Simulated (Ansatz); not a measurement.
We look at the energy of the reaction as written. Reaction: 3/4 cell B + 1/8 Cl2 (gas) → cell A. Negative: the products are lower in energy.

Cell A: a slab of Ru (hcp, P6₃/mmc) cut along (0001), 25 atoms, hexagonal cell of 4.71 Å (19.2 Å²), symmetry P31m within 0.02 Å, 16.8 Å thick under 16 Å of vacuum, in-plane vectors held at the crystal's; planes from bottom to top: Ru3 × 8 | Cl, its two faces unlike (dipole correction applied); added, foreign or displaced atoms, above the top plane: Cl bound to 3 Ru at 2.49 Å; spin state with PBE: run without spin, k-point mesh 11×11×1.
```yaml
crystal:
  lattice:
    - [4.71453, 0.00000, 0.00000]
    - [2.35727, 4.08290, 0.00000]
    - [0.00000, 0.00000, 32.92940]
  atoms:
    - { symbol: Ru, position: [0.66661, 0.33333, 0.24598] }
    - { symbol: Ru, position: [0.00000, 0.00002, 0.30862] }
    - { symbol: Ru, position: [0.66665, 0.33333, 0.37404] }
    - { symbol: Ru, position: [0.00000, 0.00022, 0.43951] }
    - { symbol: Ru, position: [0.66685, 0.33333, 0.50455] }
    - { symbol: Ru, position: [0.00000, 0.99958, 0.56997] }
    - { symbol: Ru, position: [0.66599, 0.33333, 0.63557] }
    - { symbol: Ru, position: [0.00000, 0.00403, 0.69799] }
    - { symbol: Ru, position: [0.00000, 0.66672, 0.24598] }
    - { symbol: Ru, position: [0.33331, 0.33333, 0.30862] }
    - { symbol: Ru, position: [0.00000, 0.66668, 0.37404] }
    - { symbol: Ru, position: [0.33312, 0.33333, 0.43951] }
    - { symbol: Ru, position: [0.00000, 0.66648, 0.50455] }
    - { symbol: Ru, position: [0.33375, 0.33333, 0.56997] }
    - { symbol: Ru, position: [0.00000, 0.66734, 0.63557] }
    - { symbol: Ru, position: [0.32931, 0.33333, 0.69799] }
    - { symbol: Ru, position: [0.33339, 0.99994, 0.24598] }
    - { symbol: Ru, position: [0.66669, 0.66665, 0.30862] }
    - { symbol: Ru, position: [0.33335, 0.99999, 0.37404] }
    - { symbol: Ru, position: [0.66688, 0.66645, 0.43951] }
    - { symbol: Ru, position: [0.33315, 0.00019, 0.50455] }
    - { symbol: Ru, position: [0.66625, 0.66708, 0.56997] }
    - { symbol: Ru, position: [0.33401, 0.99933, 0.63557] }
    - { symbol: Ru, position: [0.67069, 0.66264, 0.69799] }
    - { symbol: Cl, position: [0.00000, 0.33333, 0.75729] }
```

Cell B: a slab of Ru (hcp, P6₃/mmc) cut along (0001), 33 atoms, hexagonal cell of 5.44 Å (25.7 Å²), symmetry P3m1 within 0.02 Å, 16.8 Å thick under 16 Å of vacuum, in-plane vectors held at the crystal's; planes from bottom to top: Ru4 × 8 | Cl, its two faces unlike (dipole correction applied); added, foreign or displaced atoms, above the top plane: Cl bound to 3 Ru at 2.50 Å; spin state with PBE: run without spin, k-point mesh 8×8×1.
```
CELL_PARAMETERS angstrom
      5.44387     0.00000     0.00000
      2.72194     4.71453     0.00000
      0.00000     0.00000    32.92940
ATOMIC_POSITIONS crystal
  Ru 0.83323 0.33338 0.24626
  Ru 0.33338 0.33338 0.24626
  Ru 0.83333 0.83333 0.24624
  Ru 0.33338 0.83323 0.24626
  Ru 0.00000 0.00000 0.30886
  Ru 0.50000 0.00000 0.30886
  Ru 0.00000 0.50000 0.30886
  Ru 0.50000 0.50000 0.30891
  Ru 0.83323 0.33339 0.37429
  Ru 0.33339 0.33339 0.37429
  Ru 0.83333 0.83333 0.37437
  Ru 0.33339 0.83323 0.37429
  Ru 0.00010 0.00010 0.43943
  Ru 0.49979 0.00010 0.43943
  Ru 0.00010 0.49979 0.43943
  Ru 0.50000 0.50000 0.43958
  Ru 0.83360 0.33320 0.50460
  Ru 0.33320 0.33320 0.50460
  Ru 0.83333 0.83333 0.50461
  Ru 0.33320 0.83360 0.50460
  Ru 0.99948 0.99948 0.56958
  Ru 0.50103 0.99948 0.56958
  Ru 0.99948 0.50103 0.56958
  Ru 0.50000 0.50000 0.56983
  Ru 0.83193 0.33404 0.63513
  Ru 0.33404 0.33404 0.63513
  Ru 0.83333 0.83333 0.63601
  Ru 0.33404 0.83193 0.63513
  Ru 0.00244 0.00244 0.69790
  Ru 0.49511 0.00244 0.69790
  Ru 0.00244 0.49511 0.69790
  Ru 0.50000 0.50000 0.69709
  Cl 0.16667 0.16667 0.75748
```

Reference: an isolated Cl2 molecule (singlet) in a box of 11 × 11 × 14 Å.

Plane-wave PAW calculations with Ansatz (a quantum-chemistry and plane-wave program), its default PAW set, cutoff 420 eV, 500 eV for r2SCAN. The structures are at rest with PBE, within the held lattices; other levels are single points on them. Neutral cells; Fermi-Dirac smearing of at most 0.10 eV in the solids, energies taken to zero width. The lattices are those relaxed with PBE, so at other levels the solids can be strained, which adds to the spread. Larger cells are relaxed from a start prepared with the learned potential CHGNet, on a coarser mesh till forces fall under 0.03 eV/Å, which some starts already meet. A dispersion term (D3(BJ), or D4 for r2SCAN) was computed beside these levels and is taken off wherever the name lacks it. The PAW files were made for PBE and serve at the other functionals too. Space groups of crystals are read within 0.01 Å. Static lattices, no vibrational contributions. Cells are local rest points, mostly with their start's symmetry. No Hubbard U is applied. Values are for these cell sizes. The cells' k-point meshes differ in density, so the last digit is unsettled. Cell A has symmetry P31m within 0.02 Å and got no random move, so less symmetric positions, which may lie lower, weren't tried. Cell B has symmetry P3m1 within 0.02 Å and got no random move, so less symmetric positions, which may lie lower, weren't tried.

Problem. Predict the value from r2SCAN.

Solution. -0.69 eV, for 3/4 cell B + 1/8 Cl2 (gas) → cell A.

Problem. What do the other levels give, and how wide is the spread?

Solution. 
```
Method  value (eV)  less r2SCAN
------  ----------  -----------
PBE          -0.62         0.07
```

The levels shown span only 0.07 eV, too little to tell them apart.
